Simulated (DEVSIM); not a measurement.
System: abrupt Si p-n junction, at 450 K.

Layer 1 from the left is Si, thickness (μm) 28.0, Na (cm⁻³) 1e17, τn (s) 2e-5, τp (s) 2e-5. Layer 2 from the left is Si, thickness (μm) 4.50, Nd (cm⁻³) 2.6e15, τn (s) 2e-5, τp (s) 2e-5.

Left contact: ohmic. Right contact: ohmic. Voltage is applied to the left contact. Recombination: SRH at mid-gap. Mobility is constant in doping.

This is a model device: material constants are rounded textbook-type values typed into the input, and sizes, dopings and lifetimes were drawn at random. Values at 300 K; Nc and Nv go as T^1.5, mobilities as T to minus their exponent, the gap by Varshni's rule with the affinity fixed.

Si: gap (eV) 1.124, affinity (eV) 4.05, permittivity 11.7, Nc (cm⁻³) 2.86e19, Nv (cm⁻³) 3.1e19, μn (cm²/Vs) 1417, μp (cm²/Vs) 470, T exponent of μn 2.3, T exponent of μp 2.2, Varshni α (eV/K) 0.000473, Varshni β (K) 636.

Estimate by hand the built-in potential, the peak field at zero bias, and compare with a numerical solution.


- Built-in potential: ni = √(Nc Nv) exp(−Eg/2kT) = 4.82e13 cm⁻³ with Eg = 1.081 eV; Vbi = kT/q ln(Na Nd/ni²) = 0.451 V; numerical 0.451 V.
- Peak field at zero bias: depletion approximation: W = √(2εVbi/(qN)) = 0.480 μm with N = 2.53e15 cm⁻³; field = 2Vbi/W = 18800 V/cm; numerical 25300 V/cm (estimate below by 26 %).

DEVSIM, 1D drift-diffusion, Boltzmann statistics, complete ionisation; no tunnelling, impact ionisation, image-force lowering or self-heating.
